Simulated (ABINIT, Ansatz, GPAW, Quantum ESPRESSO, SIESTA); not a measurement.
## Code comparison for Li3Ni (I4/mmm, 4 atoms in the cell)

Self-consistent single point.

```
Li3Ni
1.0
   -1.90491     1.90491     3.78796
    1.90491    -1.90491     3.78796
    1.90491     1.90491    -3.78796
Li Ni
3 1
Direct
  0.75000   0.25000   0.50000
  0.25000   0.75000   0.50000
  0.50000   0.50000   0.00000
  0.00000   0.00000   0.00000
```

All programs got the same cell, k-point mesh and kind of occupations (in Ansatz's words: kpoints.mp_grid.grid = 12 12 12; scf.occupations.method = fermi_dirac; scf.occupations.width = 0.136 eV); potentials, basis and cutoffs are each program's usual ones.

| code | model | pressure (GPa) | k-points | cutoff |
|---|---|---|---|---|
| Quantum ESPRESSO | PBEsol, GBRV 1.5 ultrasoft (PBESOL) pseudopotentials | -0.78 | 163 | 50 Ry |
| GPAW | PBEsol, GPAW PAW datasets PBEsol (made by gpaw-setup) | -0.73 | 163 | 800 eV |
| Ansatz | PBEsol, PAW files made with PBE | -0.79 | 163 | default |
| ABINIT | PBEsol, norm-conserving pseudopotentials (PseudoDojo nc-sr-04 PBEsol standard) | -0.72 | 163 | 98 Ry |
| SIESTA | GGA PBEsol, numerical atomic orbitals TZP, PseudoDojo PBEsol standard norm-conserving potentials (rewritten from UPF to PSML) | -3.61 | 948 | grid 350 Ry |

The spread over the programs that give each value: pressure within 2.89 GPa.

The starting cell comes from a database of computed structures (which also holds hypothetical and non-ambient phases and stackings), without a prior relaxation at this level. On Ansatz's run: Spin polarisation is off.

Why do the programs differ, and what cannot be compared?

Differences of this kind can come from the potentials, where these differ, and from what each basis and cutoff leave unconverged. The valence holds different numbers of electrons (Quantum ESPRESSO 27, GPAW 19, Ansatz (a first-principles code) 27, ABINIT 27, SIESTA 27). The zero of total energies and Fermi levels follows the potentials and each program's conventions, so they are not compared here. SIESTA uses small atom-centred bases, whose incompleteness enters pressures, forces and empty levels differently from a plane-wave cutoff. Ansatz's pressure is given at a fixed set of plane waves, as the other plane-wave codes print theirs. The programs reduce the same mesh by symmetry to different extents, which changes the work and not the result. In the pressure, SIESTA (by 2.86) lies more than 1 GPa from the median of the plane-wave programs.

Left out of this page: Elk and FLEUR (not drawn, or without a comparable value).

Keys are those of Ansatz 0.2.
